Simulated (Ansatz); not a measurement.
PBE-D3(BJ) against r2SCAN+rVV10: hypothetical P6_3/mmc SiS2, pressure 30 GPa

The parent structure is SiS$_{2}$ in the 2H-MoS2 type structure (space group P6_3/mmc, No. 194; a = 3.2096 Å, c = 11.7670 Å; a hypothetical phase, not in the database extracts checked; layered, stacked along the Cartesian z axis).

(Cell as relaxed with PBE-D3(BJ).)

Levels (all Ansatz, a quantum-chemistry and plane-wave program, PAW): PBE-D3(BJ) (420 eV, no spin-orbit coupling); r2SCAN+rVV10 (500 eV, no SOC).

Each level relaxes its own structure.

| base | PBE-D3(BJ) | r2SCAN+rVV10 |
|---|---|---|
| volume per atom | 17.50 Å³ | 18.23 Å³ |
| lattice parameter a | 3.210 Å | 3.224 Å |
| band gap | zero | zero |

One thing is altered: a hydrostatic pressure of 30 GPa.

```csv
quantity,PBE-D3(BJ),r2SCAN+rVV10
band gap,zero,…
shortest interatomic distance,2.249 Å,…
```

Question: Predict the r2SCAN+rVV10 column.

Answer: 
- band gap, r2SCAN+rVV10: zero
- shortest interatomic distance, r2SCAN+rVV10: 2.253 Å

PBE-D3(BJ)'s shortest interatomic distance lies 0.0034 Å below r2SCAN+rVV10's (0.1 %); the two agree on the band gap. Neither level is exact; r2SCAN+rVV10 is the comparison here, not a measurement.

Load acts through the strain it causes; cell and atoms are relaxed under it. Stability against distortions was not tested. No other phases were tried under pressure. The final runs are not spin-polarised. Gaps under 0.05 eV, about the width of the smearing, are given as zero. The zero or small gap of SiS2 can change with the level of theory.
